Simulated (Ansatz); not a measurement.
## Ru (P6_3/mmc): band-structure transport figures

Input:

```
Ru
1.0
    2.67513     0.00000     0.00000
   -1.33756     2.31673     0.00000
    0.00000     0.00000     4.23710
Ru
2
Cartesian
  0.00000   1.54448   1.05927
  1.33756   0.77224   3.17782
```

All values below come from PBEsol, rigid bands (plane waves, PAW, scalar-relativistic; Ansatz, an electronic-structure program). Condition of this run: hydrostatic pressure 5 GPa (the target of the relaxation). Cell: cell and atoms relaxed with PBEsol, then loaded as said.

```
Item                                                                   Value
------------------------------------  --------------------------------------
density of states at the Fermi level       1.53 states/(eV·cell), both spins
bare Sommerfeld coefficient                        1.80 mJ/(mol of atoms·K²)
Drude plasma energy                             8.7 (x), 8.7 (y), 9.7 (z) eV
root-mean-square Fermi velocity                                    7.3e5 m/s
resistivity times τ                   6.5 (x), 6.5 (y), 5.2 (z) ×10⁻²² Ω·m·s
```

A metal at this level (no band gap); rigid bands, thermally averaged at 300 K, both spins. Spin-orbit coupling is left out. τ is one relaxation time for all states.
